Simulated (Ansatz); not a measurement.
Take W in the bcc (W type) structure (space group Im-3m, No. 229; relaxed with 0.1 eV smearing) as the base.

```xyz
1
Lattice="-1.5844 1.5844 1.5844 1.5844 -1.5844 1.5844 1.5844 1.5844 -1.5844" Properties=species:S:1:pos:R:3 pbc="T T T"
W      0.0000     0.0000     0.0000
```

Cartesian axes are those of the cell as printed.

All numbers come from r2SCAN in Ansatz (plane waves to 500 eV, PAW, no spin-orbit coupling).

For the base:

- Pressure: 0.0 GPa
- Band gap: zero
- Volume per atom: 15.91 Å³

It is then changed as follows: compressive biaxial strain of 3.08 % in the plane normal to [001], as in epitaxy on a mismatched substrate; the out-of-plane cell vector and the atoms relax.

Task: How does this affect the pressure, band gap and volume per atom?

Result: The pressure (mean of the normal stresses, compression positive) goes from zero to 13.3 GPa; the band gap stays zero; the volume per atom decreases by 0.58 Å³, from 15.91 Å³ to 15.33 Å³.

Stability against distortions was not tested. The final runs are not spin-polarised.

Ansatz is a quantum-chemistry and plane-wave program.
